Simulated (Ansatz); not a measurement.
Consider the following.

```yaml
crystal:
  lattice:
    - [0.00000, 2.72469, 2.72469]
    - [2.72469, 0.00000, 2.72469]
    - [2.72469, 2.72469, 0.00000]
  atoms:
    - { symbol: Mg, position: [0.00000, 0.00000, 0.00000] }
    - { symbol: Se, position: [0.50000, 0.50000, 0.50000] }
```

No spin polarisation.

Computed with PBE, PAW, 420 eV (Ansatz, a first-principles code; no spin-orbit coupling). k-mesh 10×10×10 (Γ-centred); smearing 0.05 eV (Fermi–Dirac).

Question: Predict the smallest direct gap.

Answer: 2.61 eV.

Question: Estimate the hole mass (degenerate bands, along [100]).

Answer: 0.17, 0.79, 0.79 mₑ (at Γ).

Question: What is the computed electron mass?

Answer: 0.49 mₑ along k, 0.24 mₑ across (at X).

Load acts through the strain it causes; cell and atoms are relaxed under it. Masses are band curvatures over ±0.01 Å⁻¹ around the edge. Along k means along the line from Γ to the band edge. No phonon test of stability was made. The cell was made from MgSe in the rock salt structure (space group Fm-3m, No. 225) by this change: pressure 2.1 GPa.
